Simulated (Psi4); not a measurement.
Psi4 1.11, unrestricted PBE/def2-tzvp: B(F) anion (BF), charge -1, multiplicity 2, 2 atoms. The geometry is a generated start, not checked to be a minimum at this level.

```yaml
task: energy
method: pbe
basis: def2-tzvp
memory: 3 GB
maxiter: 100
keys_of_the_molecule_block: symmetry c1
scf_type: df (default)
e_convergence: 1e-06 (default)
d_convergence: 1e-06 (default)
dft_radial_points: 75 (default)
dft_spherical_points: 302 (default)
basis_functions: 62
grid_points: 44036
```

```xyz
2

B     -0.3090    -0.2975    -0.4507
F      0.3090     0.2975     0.4507
```

Charge -1 and multiplicity 2 are set for this test and not shown to be the ground state.

With the defaults (damping_percentage = 0, diis = true, scf_initial_accelerator = adiis, guess = auto, which took SAD, diis_max_vecs = 10, diis_start = 1, soscf = false, soscf_start_convergence = 0.01, level_shift = 0, level_shift_cutoff = 0.01) it converges in 8 SCF iterations. One run each on 2 threads, with these changes:
- damping_percentage = 60
- soscf = true, soscf_start_convergence = 0.1
- guess = core
- diis_max_vecs = 6
- diis_start = 4
- guess = sadno
- level_shift = 0.5, level_shift_cutoff = 0.001
- diis_max_vecs = 3
- damping_percentage = 60, diis = false, scf_initial_accelerator = none

Q: Name the settings that don't reach the solution of the defaults.

A: No convergence: damping_percentage = 60; damping_percentage = 60, diis = false, scf_initial_accelerator = none (the run ends without SCF convergence in 100 iterations). The rest reach the solution of the defaults.

| setting | SCF iterations | JK calls | end |
|---|---|---|---|
| soscf = true, soscf_start_convergence = 0.1 | 6 | 22 | same solution |
| the defaults | 8 | 9 | same solution |
| diis_max_vecs = 6 | 8 | 9 | same solution |
| guess = sadno | 9 | 9 | same solution |
| level_shift = 0.5, level_shift_cutoff = 0.001 | 9 | 10 | same solution |
| diis_max_vecs = 3 | 10 | 11 | same solution |
| guess = core | 12 | 12 | same solution |
| diis_start = 4 | 12 | 13 | same solution |
| damping_percentage = 60 | 100 | 101 | no convergence |
| damping_percentage = 60, diis = false, scf_initial_accelerator = none | 100 | 101 | no convergence |

An SOSCF iteration holds several JK calls; a Hückel guess adds calls on atoms.
